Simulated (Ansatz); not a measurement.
Band structure of NiS (R3m, 6 atoms in the cell).

```yaml
crystal:
  lattice:
    - [4.78826, 2.76450, 1.05011]
    - [-4.78826, 2.76450, 1.05011]
    - [0.00000, -5.52900, 1.05011]
  atoms:
    - { symbol: Ni, position: [0.65964, 0.39689, 0.39689] }
    - { symbol: Ni, position: [0.39689, 0.65964, 0.39689] }
    - { symbol: Ni, position: [0.39689, 0.39689, 0.65964] }
    - { symbol: S, position: [0.78349, 0.11926, 0.11926] }
    - { symbol: S, position: [0.11926, 0.78349, 0.11926] }
    - { symbol: S, position: [0.11926, 0.11926, 0.78349] }
```

Method of the run: LDA (PW92), PAW files made with PBE (plane waves; Ansatz, an electronic-structure program).

Settings: kpoints.mp_grid.grid = 7 7 7; hamiltonian.xc = lda; hamiltonian.pseudopotentials = {kind: paw} (an earlier, softer set of the program's PAW files); scf.occupations.method = fermi_dirac; scf.occupations.width = 0.136 eV; kpoints.band_path.npoints = 8.

The starting cell comes from a database of computed structures (which also holds hypothetical and non-ambient phases and stackings), without a prior relaxation at this level. Its lattice was rescaled by a random factor within 2.5 % of one. Spin polarisation is off, so a magnetic state, if there is one, cannot be reached.

Levels in eV from the Fermi level, bands 33 to 40:
```json
[
 {"point": "Γ", "33": "-1.49", "34": "-0.88", "35": "-0.19", "36": "0.76", "37": "0.76", "38": "0.96", "39": "0.96", "40": "3.87"},
 {"point": "P", "33": "-1.57", "34": "-1.04", "35": "-0.99", "36": "0.51", "37": "0.51", "38": "1.16", "39": "1.16", "40": "3.92"},
 {"point": "Z", "33": "-1.47", "34": "-1.32", "35": "-0.70", "36": "-0.70", "37": "0.36", "38": "0.36", "39": "1.50", "40": "3.58"},
 {"point": "Q", "33": "-1.49", "34": "-1.07", "35": "-0.73", "36": "-0.73", "37": "0.32", "38": "0.32", "39": "0.79", "40": "3.04"},
 {"point": "F", "33": "-1.48", "34": "-1.12", "35": "-0.89", "36": "0.01", "37": "0.73", "38": "1.05", "39": "1.42", "40": "4.06"},
 {"point": "P1", "33": "-1.57", "34": "-1.04", "35": "-0.99", "36": "0.51", "37": "0.51", "38": "1.16", "39": "1.16", "40": "3.92"},
 {"point": "Q1", "33": "-1.49", "34": "-1.07", "35": "-0.73", "36": "-0.73", "37": "0.32", "38": "0.32", "39": "0.79", "40": "3.04"},
 {"point": "L", "33": "-1.43", "34": "-1.34", "35": "-1.11", "36": "-1.00", "37": "0.48", "38": "0.64", "39": "0.99", "40": "3.01"}
]
```

Bands cross the Fermi level along this path, so the cell is metallic at this level.

Keys are those of Ansatz 0.2.
